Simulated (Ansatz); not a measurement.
An Ansatz (a first-principles code) input (PBE, PAW, 420 eV (Ansatz; spin-orbit coupling left out)):

Ansatz 0.2 input:
```yaml
crystal:
  lattice:
    - [0, 3.2496754768, 3.2496754768]
    - [3.2496754768, 0, 3.2496754768]
    - [3.2496754768, 3.2496754768, 0]
  atoms:
    - { symbol: Sc, position: [0.25, 0.25, 0.25] }
    - { symbol: Sc, position: [0, 0, 0] }
basis: { ecutwfc: 420, ecutrho_ratio: 4, xc_grid: 2, fft_grid_basis: typed }
kpoints: { mp_grid: { grid: [12, 12, 12] } }
hamiltonian:
  xc: pbe
  dispersion: none
  pseudopotentials: { kind: paw }
scf: { occupations: { method: fermi_dirac, width: 0.05 }, convergence: { dr2_threshold: 0.0000000002 } }
output: { forces: true, stress: true }
checkpoint: { write: state.ck, write_every: 1000 }
```

**Question.** Which symmetry and how many k-points will the program report, and about how many plane waves at Γ?

**Answer.** Space group Fd-3m (ITA 227) with 48 operations, k-points 72 of 1728, and 1363 plane waves at Γ.

Stability against distortions was not tested. The final runs are not spin-polarised. The cell is Sc in the diamond structure (space group Fd-3m, No. 227; a hypothetical phase, not in the database extracts checked). Sc has a high density of states at the Fermi level and may be magnetic at this level.
